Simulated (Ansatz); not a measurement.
The structure below was relaxed with PBEsol/PAW in Ansatz (a program for electronic structure), no spin-orbit coupling.

```
CELL_PARAMETERS angstrom
      0.00000     2.43704     2.43704
      2.43704     0.00000     2.43704
      2.43704     2.43704     0.00000
ATOMIC_POSITIONS crystal
  Be 0.50000 0.50000 0.50000
  Be 0.75000 0.75000 0.75000
```

Find the space group and the Wyckoff positions.

Space group Fd-3m, origin choice 1 (No. 227); a = b = c = 4.874 Å, α = β = γ = 90.00°

```json
[
 {"atom": "Be", "site": "8a", "symmetry": "-43m", "x": "0.0000", "y": "0.0000", "z": "0.0000"}
]
```

Describe the coordination.

The crystal has 8 atoms in its conventional cell. Lattice parameters: a = b = c = 4.874 Å, α = β = γ = 90.00°. Be sees 4 Be at 2.111 Å (tetrahedral). (Neighbours: up to the widest gap in distance over summed covalent radii, below 1.35, at either atom.)

Stability against distortions was not tested. The cell was made from Ge by this change: Ge → Be; the result is a hypothetical phase, not in the database extracts checked.
